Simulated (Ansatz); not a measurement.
Data:

```
CELL_PARAMETERS angstrom
      0.00000     1.80285     1.80285
      1.80285     0.00000     1.80285
      1.80285     1.80285     0.00000
ATOMIC_POSITIONS crystal
  N  0.75000 0.75000 0.75000
  B  0.00000 0.00000 0.00000
```

A single point on GaN with a change (Ga → B), its geometry relaxed with PBEsol.

Computed with Kohn–Sham DFT with the PBEsol functional, run in Ansatz (a program for electronic structure) with PAW and 420 eV plane waves, spin-orbit coupling included. k-mesh 16×16×16 (Γ-centred); smearing 0.05 eV (Fermi–Dirac).

Problem. Predict the gap character and band gap.

Solution. The gap character is indirect, Γ → X. The band gap comes out as 4.29 eV.

Single points use the geometry relaxed with PBEsol. Whether these cells are dynamically stable was not tested. The cell was made from GaN by this change: Ga → B.
